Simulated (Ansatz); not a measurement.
The parent structure is InAs in the zinc blende structure (space group F-43m, No. 216).

```xyz
2
Lattice="0.0000 3.0932 3.0932 3.0932 0.0000 3.0932 3.0932 3.0932 0.0000" Properties=species:S:1:pos:R:3 pbc="T T T"
As     4.6397     4.6397     4.6397
In     0.0000     0.0000     0.0000
```

Method: Ansatz (a program for electronic structure) PBE, scalar-relativistic without spin-orbit coupling.

Before the change:

| Property | Value |
|---|---|
| Band gap | zero |
| Pressure | 0.0 GPa |

Now apply this change: the cell is scaled by 0.9762 in all directions; the atoms relax in the strained cell.

Problem. Predict the new band gap.

Solution. The band gap is still zero.

Problem. What does the calculation give for the pressure after the change?

Solution. The pressure goes from zero to 4.2 GPa.

Problem. Predict the new energy relative to the base.

Solution. The energy goes up by 25 meV/atom.

No phonon test of stability was made. All final runs are without spin polarisation. The zero or small gap of InAs can change with the level of theory.
